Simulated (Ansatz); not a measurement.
## PBE against PBEsol+U: MnO, non-magnetic

Take MnO in the rock salt structure (space group Fm-3m, No. 225; a = 4.440 Å; ferromagnetic) as the base.

(Cell as relaxed with PBE.)

Levels (all Ansatz, a quantum-chemistry and plane-wave program, PAW): PBE (420 eV, without spin-orbit coupling); Ansatz, PBEsol+U (U_eff on d states: Mn 3.90 eV), PAW, cutoff 420 eV, spin-orbit coupling left out.

Each level relaxes its own structure.

```json
[
 {"base": "volume per atom", "PBE": "10.94 Å³", "PBEsol+U": "11.22 Å³"},
 {"base": "lattice parameter a", "PBE": "4.440 Å", "PBEsol+U": "4.477 Å"},
 {"base": "band gap", "PBE": "zero", "PBEsol+U": "zero"},
 {"base": "largest site moment", "PBE": "4.03 μB", "PBEsol+U": "4.28 μB"}
]
```

One thing is altered: the non-magnetic state is imposed and the cell is relaxed again.

```tsv
quantity	PBE	PBEsol+U
energy relative to the base (σ→0) (to 0.01 eV only: unlike meshes or grids)	+0.77 eV/atom	___
lattice parameter a	4.104 Å	___
```

Q: What does PBEsol+U give?

A: 
- energy relative to the base (σ→0) (to 0.01 eV only: unlike meshes or grids), PBEsol+U: +1.83 eV/atom
- lattice parameter a, PBEsol+U: 4.097 Å

PBE's energy relative to the base lies 1.06 eV/atom below PBEsol+U's; PBE's lattice parameter a lies 0.007 Å above PBEsol+U's (0.2 %). Neither level is exact; PBEsol+U is the comparison here, not a measurement.

The magnetic state is the one reached from the starting moments; the real material's order can differ, and small cells can't hold many antiferromagnetic ones. No phonon test of stability was made. No Hubbard U is applied in the runs without +U, and correlation can decide whether such a compound is a metal. Spin-polarised in the final run: PBE base and PBEsol+U base; the other runs are not. In its common phase, real MnO is an antiferromagnetic insulator at low temperature. The U values are a database's picks, fitted on other projectors than the ortho-atomic ones used here.
